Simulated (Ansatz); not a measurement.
**GaAs, alloy series**

The reference is GaAs in the zinc blende structure (space group F-43m, No. 216).

Space group F-43m (No. 216); a = b = c = 5.6590 Å, α = β = γ = 90.00°

```tsv
atom	site	symmetry	x	y	z
As	4c	-43m	0.2500	0.2500	0.2500
Ga	4a	-43m	0.0000	0.0000	0.0000
```
(The calculation used a cell of 2 atoms; values per cell refer to that cell.)

The other end (x = 1) is GaP in the zinc blende structure (space group F-43m, No. 216): 20.11 Å³/atom, gap 1.45 eV.

P replaces a fraction x of As; each row is one arrangement (x, atoms in the cell, starting space group or random), fully relaxed.

The values are results of PBEsol (Ansatz, an electronic-structure program), scalar-relativistic without spin-orbit coupling, not measurements.

Candidates:
(a) x(P) = 0.75, 8 atoms, Cm
(b) x(P) = 0.75, 8 atoms, Amm2
(c) x(P) = 0.25, 8 atoms, P-4m2

Base values:

| Quantity | Result |
|---|---|
| Band gap | 0.42 eV |

Task: Order them by band gap, highest first.

Result: (a) x(P) = 0.75, 8 atoms, Cm (1.32 eV), (b) x(P) = 0.75, 8 atoms, Amm2 (1.25 eV), (c) x(P) = 0.25, 8 atoms, P-4m2 (0.73 eV)

These are small ordered cells, not random alloys; other orderings at the same x differ. No phonon test of stability was made.
